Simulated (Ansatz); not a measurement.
# Na₃SBr (model structure, started from the Li3OCl type, Pm-3m, No. 221, 5 atoms in the cell)

Method: G0W0@PBEsol (Ansatz, an electronic-structure program, hard PAW, contour deformation, complete-basis limit).

Settings: largest k mesh 6×6×6 (not extrapolated in the mesh).

Cell (relaxed with PBEsol):

```
CELL_PARAMETERS angstrom
      5.19646     0.00000     0.00000
      0.00000     5.19646     0.00000
      0.00000     0.00000     5.19646
ATOMIC_POSITIONS crystal
  Na 0.00000 0.50000 0.50000
  Na 0.50000 0.00000 0.50000
  Na 0.50000 0.50000 0.00000
  Br 0.00000 0.00000 0.00000
  S  0.50000 0.50000 0.50000
```

```
Property            Result
--------  ----------------
band gap  4.49 eV (direct)
```

Note: the relaxation could raise the start's symmetry but not lower it, so the cell can be a saddle point; the gap holds a correction of +0.26 eV to the complete basis.

Spin–orbit coupling is not included.

Static lattice: no zero-point or thermal effects.

A model structure was made by putting elements into a prototype or built by hand; it is no filed structure, need not be a known phase, and can be a saddle point held by its symmetry.
